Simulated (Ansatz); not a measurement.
## KTlSe$_{2}$ (space group I4/mcm, No. 140; a cell from a computed database, its experimental status unchecked)

```cif
data_K2Se4Tl2
_chemical_formula_sum 'K2 Tl2 Se4'
_space_group_name_H-M_alt 'P 1'
_space_group_IT_number 1
_cell_length_a 6.67933
_cell_length_b 6.67933
_cell_length_c 6.67933
_cell_angle_alpha 106.183
_cell_angle_beta 106.183
_cell_angle_gamma 116.268
loop_
_space_group_symop_operation_xyz
  'x, y, z'
loop_
_atom_site_label
_atom_site_type_symbol
_atom_site_fract_x
_atom_site_fract_y
_atom_site_fract_z
_atom_site_occupancy
K1 K 0.25000 0.25000 0.00000 1
K2 K 0.75000 0.75000 0.00000 1
Tl1 Tl 0.75000 0.25000 0.50000 1
Tl2 Tl 0.25000 0.75000 0.50000 1
Se1 Se 0.67909 0.17909 0.85817 1
Se2 Se 0.32091 0.82091 0.14183 1
Se3 Se 0.17909 0.32091 0.50000 1
Se4 Se 0.82091 0.67909 0.50000 1
```

The values are results of Ansatz (a first-principles code) PBEsol, scalar-relativistic without spin-orbit coupling, not measurements. Settings: 6×6×6 k-points, 0.05 eV Fermi–Dirac smearing.

```yaml
volume_per_atom: 28.37 Å³
density: 5.87 g/cm³
band_gap: 1.06 eV, indirect, k = (0, 0, 0.167) in the run's primitive reciprocal basis → M
electron_mass: 0.29 mₑ along c, 0.39 mₑ across
total_energy: -5915.669 eV/atom (σ→0; compares only within this code and set-up)
```

With Tl present, leaving out spin-orbit coupling can change the band edges. Effective masses come from finite differences of ±0.01 Å⁻¹. Whether these cells are dynamically stable was not tested.
